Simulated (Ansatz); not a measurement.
The starting structures come from a database of crystals and need not be the phases stable at ambient conditions.

Evanescent states of AgI (Fm-3m, rock salt, 2 atoms a cell, 29.3 Å³ an atom, -3 GPa at this level) along the normal of (001)

The numbers are results of PBEsol (plane waves, PAW; Ansatz, a quantum-chemistry and plane-wave program), not measurements.

The gap is the functional's own, uncorrected, and κ follows it; spin-orbit coupling is left out. Mid-gap means the computed energy nearest the middle.

Energies count from the valence-band top; κ is the least over a 8×8 mesh across the current.

| E (eV) | κ (1/Å) | where |
|---|---|---|
| 0.03 | 0.038 | off Γ |
| 0.07 | 0.066 | off Γ |
| 0.12 | 0.084 | off Γ |
| 0.17 | ___ | off Γ |
| 0.23 | ___ | off Γ |
| 0.28 | ___ | off Γ |
| 0.33 | ___ | Γ |
| 0.38 | ___ | off Γ |
| 0.42 | ___ | off Γ |
| 0.47 | ___ | off Γ |
| 0.53 | 0.079 | off Γ |
| 0.57 | 0.057 | off Γ |
| 0.62 | 0.019 | off Γ |

Q: What belongs in the gaps?

A: 
- 0.17, κ (1/Å): 0.099
- 0.23, κ (1/Å): 0.112
- 0.28, κ (1/Å): 0.122
- 0.33, κ (1/Å): 0.129
- 0.38, κ (1/Å): 0.121
- 0.42, κ (1/Å): 0.109
- 0.47, κ (1/Å): 0.095
